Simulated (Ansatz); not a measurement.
# GaN: element substitutions

Base system: GaN in the zinc blende structure (space group F-43m, No. 216; a = 4.5485 Å).

Each row replaces one element on all its sites; cell and atoms are relaxed.

The values are results of PBE in Ansatz (plane waves to 420 eV, PAW, without spin-orbit coupling), not measurements.

```
case     band gap  lattice parameter a
-------  --------  -------------------
base      1.54 eV              4.549 Å
N → Sb       zero              6.213 Å
Ga → Al   3.31 eV              4.403 Å
Ga → B        [?]                  [?]
```

**Question.** What belongs in the blanks?

**Answer.** 
- Ga → B, band gap: 4.46 eV
- Ga → B, lattice parameter a: 3.625 Å

Spin-orbit coupling, missing from the scalar runs, can matter with Sb. No phonon test of stability was made. The final runs are not spin-polarised. This is not the structure that GaN has at room temperature and ambient pressure. This is not the structure that AlN has at room temperature and ambient pressure. The zero or small gap of GaSb can change with the level of theory.

Ansatz is an electronic-structure program.
